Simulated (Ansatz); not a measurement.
The starting structures come from a database of crystals and need not be the phases stable at ambient conditions.

## Evanescent states of Mg(AlH4)2 (P-3m1, not sure to be the ambient phase, 11 atoms a cell, 12.1 Å³ an atom) along the normal of (110)

Method: PBEsol (plane waves, PAW; Ansatz, an electronic-structure program).

No gap correction and no spin-orbit coupling; mid-gap values are interpolated between computed energies.

Energies count from the valence-band top; κ is the least over a 6×4 mesh across the current.

```
E (eV)  κ (1/Å)  where
------  -------  -----
0.10      0.139  off Γ
0.30      0.231  off Γ
0.50      0.287  off Γ
0.70      0.325  off Γ
0.90      0.351  off Γ
1.10        ___  off Γ
1.30        ___  off Γ
1.50        ___  off Γ
1.70        ___  off Γ
1.90        ___  off Γ
2.10        ___  off Γ
2.30        ___  off Γ
2.50        ___  off Γ
2.70        ___  off Γ
2.90        ___  off Γ
3.10        ___  off Γ
3.30      0.273  off Γ
3.50      0.251  off Γ
3.70      0.226  off Γ
3.90      0.195  off Γ
4.10      0.154  off Γ
```

### Question
Fill in the missing entries.

### Answer

- 1.10, κ (1/Å): 0.357
- 1.30, κ (1/Å): 0.358
- 1.50, κ (1/Å): 0.359
- 1.70, κ (1/Å): 0.357
- 1.90, κ (1/Å): 0.354
- 2.10, κ (1/Å): 0.349
- 2.30, κ (1/Å): 0.341
- 2.50, κ (1/Å): 0.332
- 2.70, κ (1/Å): 0.320
- 2.90, κ (1/Å): 0.306
- 3.10, κ (1/Å): 0.291
